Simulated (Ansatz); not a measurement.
## Sn, response to strain

The parent structure is Sn in the diamond structure (space group Fd-3m, No. 227; relaxed with 0.1 eV smearing).

```yaml
crystal:
  lattice:
    - [0.00000, 3.27046, 3.27046]
    - [3.27046, 0.00000, 3.27046]
    - [3.27046, 3.27046, 0.00000]
  atoms:
    - { symbol: Sn, position: [0.25000, 0.25000, 0.25000] }
    - { symbol: Sn, position: [0.00000, 0.00000, 0.00000] }
```

Cartesian axes are those of the cell as printed.

Strains are applied to the cell and any free atomic positions relax.

Method: Kohn–Sham DFT with the PBEsol functional, run in Ansatz (a program for electronic structure) with PAW and 420 eV plane waves, without spin-orbit coupling.

Candidates:
(a) uniaxial strain ε_yy = +4.73 %
(b) isotropic strain +1.45 %
(c) isotropic strain +1.00 %
(d) uniaxial strain ε_yy = +1.18 %
(e) uniaxial strain ε_yy = −4.13 %

Notes on the quantities. energy relative to the base: free energy F.

**Question.** Order them by energy relative to the base, highest first.

**Answer.** (a) uniaxial strain ε_yy = +4.73 % (+14 meV/atom), (e) uniaxial strain ε_yy = −4.13 % (+12 meV/atom), (b) isotropic strain +1.45 % (+8.1 meV/atom), (c) isotropic strain +1.00 % (+3.9 meV/atom), (d) uniaxial strain ε_yy = +1.18 % (+0.9 meV/atom)

Stability against distortions was not tested.
